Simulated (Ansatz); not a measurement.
Given:

```yaml
crystal:
  lattice:
    - [0.01443, 2.03682, 2.03682]
    - [2.03682, 0.01443, 2.03682]
    - [2.03682, 2.03682, 0.01443]
  atoms:
    - { symbol: Ag, position: [0.00000, 0.00000, 0.00000] }
```

All values below come from PBEsol, rigid bands (plane waves, PAW, scalar-relativistic; Ansatz, a program for electronic structure). Condition of this run: uniaxial stress along [111] of -1 GPa (compression positive) (the target of the relaxation). Geometry: cell and atoms relaxed with PBEsol, then loaded as said.

Q: For narrow interconnects the product ρ₀λ of bulk resistivity and mean free path ranks metals, the lower the better. What is it here?

A: 8.4 ×10⁻¹⁶ Ω·m².

Q: And the Drude plasma energy and the root-mean-square Fermi velocity at 300 K?

A: 9.2 eV; 1.4e6 m/s.

A metal at this level (no band gap); rigid bands, thermally averaged at 300 K, both spins. Spin-orbit coupling is left out. τ is one relaxation time for all states; the product of resistivity and mean free path takes one path for all states instead.
